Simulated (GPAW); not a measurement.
GPAW is run on TaAgS3 (Cmc2_1, 10 atoms in the cell), and the run fails. The aim is a self-consistent single point with DFT PBEsol, plane waves, GPAW PAW datasets PBEsol (made by gpaw-setup).

Cell that was meant: a = 7.3787 Å, b = 7.3787 Å, c = 7.7856 Å, α = 90.00°, β = 90.00°, γ = 153.42°.

Part of the input:

```python
from ase.units import GPa
from gpaw import GPAW, PW, FermiDirac

atoms = Atoms(['Ta', 'Ta', 'Ag', 'Ag', 'S', 'S', 'S', 'S', 'S', 'S', 'S'],
              cell=[[1.695960, -7.181135, 0.000000],
                    [1.695960, 7.181135, 0.000000],
                    [0.000000, 0.000000, 7.785590]],
[...]
                         [1.695960, 2.508370, 1.317400],
                         [1.695960, -2.508370, 5.210195],
                         [1.695960, 5.681140, 7.700571],
                         [1.695960, -5.681140, 3.807776],
                         [1.729705, -2.535996, 5.185732]],
              pbc=True)

calc = GPAW(mode=PW(550),
            xc='PBEsol',
            kpts=(7, 7, 3),
            occupations=FermiDirac(0.1),
            nbands=-17,
            convergence={'density': 1e-05, 'energy': 1e-05},
            symmetry={'symmorphic': False, 'tolerance': 0.0005},
            maxiter=100)
```

Output (repeated stretches shortened):

```
     iter     time        total  log10-change:
                         energy   eigst   dens
iter:   1 --:--:--   587.266443
iter:   2 --:--:--   584.398222   +1.42  -0.88
iter:   3 --:--:--   386.202197   +0.89  -0.85
iter:   4 --:--:--   793.222376   +0.27  -0.78
iter:   5 --:--:--   803.694374   -0.79  -1.10
Traceback (most recent call last):
   [... frames left out ...]
numpy.linalg.LinAlgError: The leading minor of order 136 of B is not positive definite. The factorization of B could not be completed and no eigenvalues or eigenvectors were computed.

The above exception was the direct cause of the following exception:

Traceback (most recent call last):
   [... frames left out ...]
ValueError: Too few plane waves or grid points
```

Task: Read the log: what does the program object to, and what is the fix?

Result: The fault is one atom entered twice; here the program stops on it instead of giving results. To fix it, remove the duplicate atom. The program stopped with an error at about iteration 5.

The sound input it was made from differs as follows (other fixes are possible):
```diff
-atoms = Atoms(['Ta', 'Ta', 'Ag', 'Ag', 'S', 'S', 'S', 'S', 'S', 'S', 'S'],
+atoms = Atoms(['Ta', 'Ta', 'Ag', 'Ag', 'S', 'S', 'S', 'S', 'S', 'S'],
-                         [1.695960, -5.681140, 3.807776],
-                         [1.729705, -2.535996, 5.185732]],
+                         [1.695960, -5.681140, 3.807776]],
-            nbands=-17,
+            nbands=-16,
```

With that input, the run converged in 24 iterations: free energy E − TS (from the program's reference atoms) -61.4636 eV; Fermi level (on the code's own zero) 7.26 eV; pressure -4.90 GPa; largest force (vector length) 0.100 eV/Å (DFT PBEsol, plane waves, GPAW PAW datasets PBEsol (made by gpaw-setup)).

On the sound input: the starting cell comes from a database of computed structures (which also holds hypothetical and non-ambient phases and stackings), without a prior relaxation at this level. Spin polarisation is off. With a pressure of about -5 GPa the cell is away from its equilibrium volume at this level.
